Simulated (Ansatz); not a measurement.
Functionals compared on OH on the 1x1 (100) surface of monoclinic HfO2 (cut with top plane 2 O), one in a 1x1 cell, started at the site 'hollow O-O-O over O at depth 6.8 Å', in Ansatz (plane waves, PAW). The structure was relaxed with PBE; the other rows are single points on it, each with its references at the same level. Cutoff 420 eV (500 eV for r2SCAN). The points keep PBE's geometry, so the relaxation of a polaron and the settling of charge on one site are left out.

Host crystal: monoclinic HfO2, with a band gap (PBE, scalar-relativistic without spin-orbit coupling).

Model: 26-atom slab, 9.3 Å thick at the start under the adsorbate (thin: gaps and levels are the slab's own), 4x4x1 mesh, Fermi-Dirac 0.01 eV, dipole correction, 12 atoms held, the rest relaxed; no symmetry held; spin-polarised, ending with about 1.0 μB a cell, a value that depends on the mesh; orders that need a larger cell were not tried, no spin-orbit, no U, no dispersion correction. The slab shows no gap over 0.04 eV on its mesh. At the end it is bonded to Hf. In PBE it is, or lies within 0.03 eV of, the lowest of the starts that converged. These notes are the PBE run's. RPBE: The program's check for a lower electronic state was not made. r2SCAN: The program's check for a lower electronic state was not made. Adsorption energies are against H2O(g) − ½ H2(g). A negative adsorption energy means that the adsorbate is more stable on the surface than in its reference.

```json
[
 {"functional": "PBE", "adsorption energy (eV)": "1.39", "work function of the top face (eV)": "6.84", "rough cost of the single point": "–"},
 {"functional": "RPBE", "adsorption energy (eV)": "1.46", "work function of the top face (eV)": "6.72", "rough cost of the single point": "roughly 12 core-minutes"},
 {"functional": "r2SCAN", "adsorption energy (eV)": "1.28", "work function of the top face (eV)": "6.79", "rough cost of the single point": "very roughly 23 core-minutes"}
]
```

Ansatz is a quantum-chemistry and plane-wave program.
